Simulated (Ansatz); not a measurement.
Abridged Ansatz (a first-principles code) output:

```
Relaxation: its limit of steps is 50 (relax.max_steps)
Pseudopotential: K, paw, valence charge 9
Pseudopotential: Ta, paw, valence charge 13
Pseudopotential: O, paw, valence charge 6
Crystal: 5 atoms, lattice volume = 64.524 Å³
Basis set: ecut = 500 eV, 1647 PW (Γ), exchange–correlation on 120×120×120 points (64 copies of the dense FFT grid, shifted against one another)
Bands: 25, of which v1, the nominal top of the filled ones, is band 20 counted from 1 (19 counted from 0)
Symmetry: 48 space group operations
k-points: 35 of 512
Functional: x = r2scan, c = r2scan; τ floored in thin density (d = 2e-4 eV/Å³)
SCF iter   1: F=—  HF=-13199.312217 eV  |F-HF|=—  |Δ(HF+E_count)|=         —  Δρ=1.01e-2  dr2=7.90e-2  dr2_τ=2.39e-1  ethr=1.77e-3  ⟨swp⟩=6.2  Hψ=4367  notcnv=0
SCF iter   2: F=—  HF=-13199.376728 eV  |F-HF|=—  |Δ(HF+E_count)|=   6.45e-2  Δρ=5.19e-3  dr2=7.05e-3  dr2_τ=3.87e-3  ethr=1.97e-4  ⟨swp⟩=2.0  Hψ=1818  notcnv=0  defer=33
SCF 1 converged in 8 iterations: F = -13199.376881 eV  dr2 = 3.19e-10
relax step   1: F+E_penalty+E_count = -13199.37688133 eV  Δ(F+E_penalty+E_count) = +0.000e0 eV  max|allowed force component| = 1.888e-29 eV/Å  Δτ_max = 0.0000 Å  (8 SCF iters, accepted)
Crystal: 5 atoms, lattice volume = 64.524 Å³
SCF iter   1: F=—  HF=-13199.376881 eV  |F-HF|=—  |Δ(HF+E_count)|=         —  Δρ=6.53e-7  dr2=3.19e-10  dr2_τ=1.54e-11  ethr=1.00e-12  ⟨swp⟩=1.0  Hψ=3770  notcnv=0  defer=1
SCF iter   2: F=-13199.376881 eV  HF=-13199.376881 eV  |F-HF|=1.27e-11  |Δ(HF+E_count)|=  4.91e-11  Δρ=2.79e-7  dr2=5.93e-11  dr2_τ=1.22e-11  ethr=1.00e-12  ⟨swp⟩=4.1  Hψ=2723  notcnv=0
SCF 2 converged in 2 iterations: F = -13199.376881 eV  dr2 = 5.93e-11
SCF converged after 2 iterations
Free energy (F): -13199.376881 eV
Internal energy: -13199.376881 eV  (E = F + TS)
E sigma→0 (E₀):  -13199.376881 eV
Fermi energy:    9.485405 eV
--- Forces (eV/Å), atoms counted from 1 ---
  atom   1  K      0.00000000    -0.00000000     0.00000000
  atom   2  Ta     0.00000000    -0.00000000     0.00000000
  atom   3  O      0.00000000    -0.00000000     0.00000000
  atom   4  O      0.00000000    -0.00000000     0.00000000
  atom   5  O      0.00000000     0.00000000     0.00000000
--- Stress (GPa, compression-positive) ---
       -3.136831       0.000000       0.000000
        0.000000      -3.136831       0.000000
        0.000000       0.000000      -3.136831
  P = ⅓ Tr σ = -3.1368 GPa (-31.368 kbar)
--- Relaxed structure (1 steps of the walk, 1 accepted, 0 SCFs on fresh bases) ---
  atoms:
    - { symbol: K, position: [0.0, 0.0, 0.0] }
    - { symbol: Ta, position: [0.5, 0.5, 0.5] }
    - { symbol: O, position: [0.0, 0.5, 0.5] }
    - { symbol: O, position: [0.5, 0.5, 0.0] }
    - { symbol: O, position: [0.5, 0.0, 0.5] }
```

What was computed, and what are the main results?

KTaO3, 5 atoms in the cell, with plane-wave PAW DFT at the r2SCAN level (Ansatz, 500 eV), no spin-orbit coupling. The last SCF converged to F = -13199.376881 eV, or -2639.8754 eV per atom, at a pressure of -3.14 GPa. The total energy compares only with runs of the same code, potentials and settings.

With Ta present, leaving out spin-orbit coupling can change the band edges. The cells carry an imposed strain or load. Stability against distortions was not tested. The cell was made from KTaO3 in the cubic perovskite structure (space group Pm-3m, No. 221) by this change: isotropic strain +0.52 %.

Keys are those of Ansatz 0.2.
